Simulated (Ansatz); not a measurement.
System: L1₀ (CuAu-type) CuAu. Method: revPBE in Ansatz (plane waves, PAW).

Settings: plane-wave cutoff 520 eV, 20×20×16 k mesh (along the axes of the cell as run), Fermi–Dirac smearing 0.05 eV, no spin polarisation, scalar-relativistic PAW data made under PBE.

Cell (relaxed at this level):

```xyz
2
Lattice="2.8827 0.0000 0.0000 0.0000 2.8827 0.0000 0.0000 0.0000 3.6924" Properties=species:S:1:pos:R:3 pbc="T T T"
Cu     0.0000     0.0000     0.0000
Au     1.4414     1.4414     1.8462
```

### Question
Give the computed bulk modulus and pressure derivative B′ of the bulk modulus.

### Answer

- bulk modulus: 127 GPa
- pressure derivative B′ of the bulk modulus: 5.6

The run finds no gap.

Note: the bulk modulus comes from volumes at which shape and atoms were relaxed.

Spin–orbit coupling is not included; it can shift volumes and moduli of such heavy elements.

Computed values are for the static lattice.

The result took very roughly 10 core-minutes.

Ansatz is a first-principles code.
